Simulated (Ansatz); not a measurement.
Base system: SrTiO3 in the cubic perovskite structure (space group Pm-3m, No. 221; a = 3.9075 Å). Axes: x, y, z lie along the cube axes.

All numbers come from Ansatz (a program for electronic structure), r2SCAN, PAW, cutoff 500 eV, no SOC, earlier PAW set.

For the base:

- Smallest direct gap = 2.63 eV

It is then changed as follows: the cell is stretched by 1.08 % along z with no lateral relaxation, atoms relaxed at fixed cell.

Q: What happens to the smallest direct gap and stress?

A: The smallest direct gap falls by 0.03 eV to 2.60 eV; the stress (xx, yy, zz, yz, xz, xy; compression positive) is (-1.13, -1.13, -3.60, 0.00, 0.00, 0.00) GPa.

The cells carry an imposed strain or load. Stability against distortions was not tested. The final runs are not spin-polarised. Many cubic perovskites are stable only at high temperature; tilts and polar distortions were not tested.
